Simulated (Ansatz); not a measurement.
Defect migration in bcc V: V vacancy, neutral cell. Calculation: PBE, PAW (plane waves to 420 eV; Ansatz, a quantum-chemistry and plane-wave program).

36-site cell at the relaxed PBE lattice, a 2×2×3 k-point mesh shifted by half a step, smearing 0.10 eV, spin-restricted, no finite-size correction. Energies are static. Forms of the defect that were not tried may lie lower.

Barriers: single points on a 3×3×5 k-point mesh shifted by half a step at the bands' geometries.

The step: one V atom jumps into the vacancy from a nearby V site. Atoms about the jump, Cartesian Å from the middle of the jump, before and after:

```json
[
 {"atom": "V1", "x0": "0.68", "y0": "0.68", "z0": "-0.69", "x1": "-0.68", "y1": "-0.68", "z1": "0.69"},
 {"atom": "V2", "x0": "-0.76", "y0": "-0.76", "z0": "-2.24", "x1": "-0.68", "y1": "-0.68", "z1": "-2.20"},
 {"atom": "V3", "x0": "0.68", "y0": "0.68", "z0": "2.20", "x1": "0.76", "y1": "0.76", "z1": "2.25"},
 {"atom": "V4", "x0": "2.32", "y0": "-0.76", "z0": "0.75", "x1": "2.19", "y1": "-0.68", "z1": "0.69"},
 {"atom": "V5", "x0": "-0.76", "y0": "2.32", "z0": "0.75", "x1": "-0.68", "y1": "2.19", "z1": "0.69"},
 {"atom": "V6", "x0": "-2.20", "y0": "0.68", "z0": "-0.69", "x1": "-2.32", "y1": "0.76", "z1": "-0.75"},
 {"atom": "V7", "x0": "0.68", "y0": "-2.20", "z0": "-0.69", "x1": "0.76", "y1": "-2.32", "z1": "-0.75"},
 {"atom": "V8", "x0": "2.22", "y0": "2.22", "z0": "0.75", "x1": "2.20", "y1": "2.20", "z1": "0.69"},
 {"atom": "V9", "x0": "-2.20", "y0": "-2.20", "z0": "-0.70", "x1": "-2.22", "y1": "-2.22", "z1": "-0.75"},
 {"atom": "V10", "x0": "2.21", "y0": "-0.76", "z0": "-2.25", "x1": "2.20", "y1": "-0.68", "z1": "-2.20"},
 {"atom": "V11", "x0": "-0.76", "y0": "2.21", "z0": "-2.25", "x1": "-0.68", "y1": "2.20", "z1": "-2.20"},
 {"atom": "V12", "x0": "0.68", "y0": "-2.20", "z0": "2.20", "x1": "0.76", "y1": "-2.21", "z1": "2.24"},
 {"atom": "V13", "x0": "-2.20", "y0": "0.68", "z0": "2.20", "x1": "-2.21", "y1": "0.76", "z1": "2.24"}
]
```

Task: Give the saddle-point geometry and the barrier.

Result: 
```csv
atom,x,y,z
V1,0.00,0.00,-0.01
V2,-0.74,-0.74,-2.31
V3,0.74,0.74,2.28
V4,2.31,-0.78,0.77
V5,-0.78,2.31,0.77
V6,-2.31,0.78,-0.80
V7,0.78,-2.31,-0.80
V8,2.17,2.17,0.80
V9,-2.17,-2.17,-0.82
V10,2.22,-0.76,-2.20
V11,-0.76,2.22,-2.20
V12,0.76,-2.22,2.18
V13,-2.22,0.76,2.18
```
It lies 0.45 eV above the start and 0.45 eV above the end. The saddle point's order was not checked, and it lies on a symmetry element of the cell, where a band can be held.
